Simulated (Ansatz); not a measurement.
Ansatz (an electronic-structure program) run on Be2Ag (P1, 6 atoms in the cell): relaxation of the atoms.

Method: LDA (PW92), default PAW files made with PBE (plane waves; Ansatz).

The change in words: atoms moved at random; scf.convergence.dr2_threshold: default (1e-07 eV) → 0.001 eV; relax: default → atoms; relax.f_tol: default → 0.03 eV/Å. Reference geometry:
```
CELL_PARAMETERS angstrom
      0.00000     3.26211     3.26211
      3.26211     0.00000     3.26211
      3.26211     3.26211     0.00000
ATOMIC_POSITIONS crystal
  Be 0.12500 0.12500 0.12500
  Be 0.62500 0.12500 0.12500
  Be 0.12500 0.62500 0.12500
  Be 0.12500 0.12500 0.62500
  Ag 0.75000 0.75000 0.75000
  Ag 0.50000 0.50000 0.50000
```

Reference input (self-consistent single point, DFT, LDA (PW92), plane waves, default PAW files made with PBE): basis.ecutwfc = 420 eV; kpoints.mp_grid.grid = 7 7 7; hamiltonian.xc = lda; hamiltonian.pseudopotentials = {kind: paw} (the program's default PAW files); scf.occupations.method = methfessel_paxton; scf.occupations.width = 0.2 eV. This run's input differs from it in these lines:

Ansatz 0.2 input:
```diff
@@ -7,8 +7,8 @@
   atoms:
-    - { symbol: Be, position: [0.12500000, 0.12500000, 0.12500000] }
-    - { symbol: Be, position: [0.62500000, 0.12500000, 0.12500000] }
-    - { symbol: Be, position: [0.12500000, 0.62500000, 0.12500000] }
-    - { symbol: Be, position: [0.12500000, 0.12500000, 0.62500000] }
-    - { symbol: Ag, position: [0.75000000, 0.75000000, 0.75000000] }
-    - { symbol: Ag, position: [0.50000000, 0.50000000, 0.50000000] }
+    - { symbol: Be, position: [0.12261500, 0.10602200, 0.14057500] }
+    - { symbol: Be, position: [0.64737400, 0.12164200, 0.11245500] }
+    - { symbol: Be, position: [0.11138500, 0.64892500, 0.12450200] }
+    - { symbol: Be, position: [0.11548000, 0.13216400, 0.62930200] }
+    - { symbol: Ag, position: [0.74949700, 0.74724900, 0.74476700] }
+    - { symbol: Ag, position: [0.50364900, 0.49399800, 0.49840000] }
 basis:
@@ -22,2 +22,5 @@
   occupations: { method: methfessel_paxton, width: 0.2 }
+  convergence: { dr2_threshold: 1.0e-03 eV }
+relax:
+  f_tol: 0.03
 output:
```

Log, with long lists cut:

```
   [... SCF lines of the steps left out ...]
relax step   1: F+E_penalty+E_count = -15268.95067395 eV  Δ(F+E_penalty+E_count) = +0.000e0 eV  max|allowed force component| = 6.969e-1 eV/Å  Δτ_max = 0.0000 Å  (4 SCF iters, accepted)
relax step   2: F+E_penalty+E_count = -15269.03964409 eV  Δ(F+E_penalty+E_count) = -8.897e-2 eV  max|allowed force component| = 2.494e-1 eV/Å  Δτ_max = 0.0638 Å  (4 SCF iters, accepted)
relax step   3: F+E_penalty+E_count = -15269.05729514 eV  Δ(F+E_penalty+E_count) = -1.765e-2 eV  max|allowed force component| = 5.150e-3 eV/Å  Δτ_max = 0.0403 Å  (4 SCF iters, accepted)
solved again in the potential of the output density, not every published eigenvalue holds within its bar: 6 eigenvalues moved, the lowest at band 1 …
Stability not checked (fill_not_monotonic)
Free energy (F): -15269.057295 eV
Internal energy: -15269.043850 eV  (E = F + TS)
E sigma→0 (E₀):  -15269.053934 eV
Entropy (-TS):   -0.013445 eV (-2.241 meV/atom)
Fermi energy:    11.894624 eV
--- Forces (eV/Å), atoms counted from 1 ---
  atom   1  Be    -0.00005321    -0.00248912     0.00637175
   [... lines left out ...]
    - { symbol: Be, position: [0.12482408113055754, 0.6250365954823454, 0.1250770137192873] }
    - { symbol: Be, position: [0.12489803376393895, 0.1251008371817971, 0.6250775602266718] }
    - { symbol: Ag, position: [0.7501495260780284, 0.7500664131527743, 0.7498028628639464] }
    - { symbol: Ag, position: [0.5001556045854483, 0.5000693939127916, 0.4997848949414291] }
```

The run converged. 

Summary of the result:
```
Item                                                      Value
-----------------------------------------------  --------------
Free energy E − TS (on the zero of these files)  -15269.0573 eV
Fermi level (on the code's own zero)                   11.89 eV
Pressure                                             -13.79 GPa
Largest force (vector length)                        0.007 eV/Å
Relaxation steps                                              3
```

The starting cell was generated: these elements placed on a structure prototype, without a prior relaxation; it need not be a known phase or ordering of this composition. Its lattice was rescaled by a random factor within 2.5 % of one. For this run, on top of that: atoms moved at random. Ansatz's pressure includes its estimate of the finite-basis (Pulay) stress.

Cost on one core of a shared machine: roughly 90 s.
